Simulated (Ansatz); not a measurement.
## V3Si, response to strain

Start from V3Si in the A15 (Cr3Si type) structure (space group Pm-3n, No. 223).

```yaml
crystal:
  lattice:
    - [4.64987, 0.00000, 0.00000]
    - [0.00000, 4.64987, 0.00000]
    - [0.00000, 0.00000, 4.64987]
  atoms:
    - { symbol: V, position: [0.25000, 0.00000, 0.50000] }
    - { symbol: V, position: [0.75000, 0.00000, 0.50000] }
    - { symbol: V, position: [0.00000, 0.50000, 0.25000] }
    - { symbol: V, position: [0.00000, 0.50000, 0.75000] }
    - { symbol: V, position: [0.50000, 0.25000, 0.00000] }
    - { symbol: V, position: [0.50000, 0.75000, 0.00000] }
    - { symbol: Si, position: [0.00000, 0.00000, 0.00000] }
    - { symbol: Si, position: [0.50000, 0.50000, 0.50000] }
```

Cartesian axes are those of the cell as printed.

Strains are applied to the cell and any free atomic positions relax; under biaxial strain the out-of-plane vector relaxes too.

Calculations: PBEsol (Ansatz, a first-principles code; PAW; 420 eV plane waves; spin-orbit coupling left out), earlier PAW set.

Candidates:
(a) isotropic strain −1.50 %
(b) isotropic strain −5.29 %
(c) biaxial strain +2.35 %, plane normal [001], relaxed out of plane

Notes on the quantities. energy relative to the base: free energy F.

### Question
Order them by energy relative to the base, lowest first.

### Answer
(c) biaxial strain +2.35 %, plane normal [001], relaxed out of plane (+12 meV/atom), (a) isotropic strain −1.50 % (+17 meV/atom), (b) isotropic strain −5.29 % (+0.241 eV/atom)

Without a gap, meshes like the base's 10×10×10 leave anisotropic stresses uncertain by several tenths of a GPa, and small strain energies with them. No phonon test of stability was made. Starting moments died away, wholly or in part, for the base; another magnetic solution may exist. The final runs are not spin-polarised.
